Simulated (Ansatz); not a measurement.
The starting structures come from a database of crystals and need not be the phases stable at ambient conditions.

 Where the default PAW files enter, the runs use the earlier of Ansatz's two default sets.

The decay constant κ of evanescent states in the gap governs leakage through a thin film.

Input:

```yaml
crystal:
  lattice:
    - [4.33371, 0.00000, 0.00000]
    - [0.00000, 6.43737, 0.00000]
    - [2.16685, 3.21868, 3.77883]
  atoms:
    - { symbol: Cs, position: [0.74644, 0.74644, 0.50712] }
    - { symbol: Cs, position: [0.25356, 0.25356, 0.49288] }
    - { symbol: O, position: [0.00000, 0.38280, 0.00000] }
    - { symbol: O, position: [0.00000, 0.61720, 0.00000] }
```

Space group of this cell: Immm. The cell is taken as given.

Transport runs along the normal of the first two printed cell vectors.

The gap is the functional's own. No spin-orbit coupling. Mid-gap values are interpolated on the energy grid.

Task: Give the band gap and the smallest decay constant κ at mid-gap that r2SCAN (Ansatz, an electronic-structure program) yields.

Result: Gap 2.15 eV on a 8×8×8 mesh; κ = 0.314 1/Å, at (0.000, 0.167) of the in-plane reciprocal vectors. At the zone centre, at the nearest computed energy, the slowest state has κ = 0.35 1/Å.
